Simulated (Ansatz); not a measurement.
For TaN (P-62m), PBEsol, DFPT electron-phonon coupling, linearised Boltzmann equation (Ansatz, a program for electronic structure) gives a transport coupling λ_tr = 0.120 and a Drude plasma energy ħω_p = 3.28 eV along x (a = (5.18, 0.00, 0.00) Å; b = (-2.59, 4.49, 0.00) Å; c = (0.00, 0.00, 2.89) Å).

Task: Estimate the resistivity at 300 K from the high-temperature formula ρ = 2π λ_tr k_B T / (ħ ε₀ ω_p²), and say how the full Boltzmann solution compares.

Result: The scattering rate is 1/τ = 2π λ_tr k_B T/ħ = 2.96e13 s⁻¹ and ω_p = 4.98e15 s⁻¹, so ρ ≈ 13.5 μΩ·cm. The Boltzmann solution gives 10.9 μΩ·cm, 0.81 times the estimate; it lies lower because k_BT is not large against the phonon energies and the solution lets the distribution adjust.

A metal at this level (no band gap). Only scattering by harmonic phonons is included (no impurities, grain boundaries, electron-electron scattering or thermal expansion). Spin-orbit coupling is left out, which matters with elements this heavy. Halving the electron mesh (20x20x28) moves the resistivity by up to 11 % at 300 K, the coupling by up to 3 %. Smearing 0.20 eV; phonons on a 3x3x5 q mesh, which this run doesn't test.
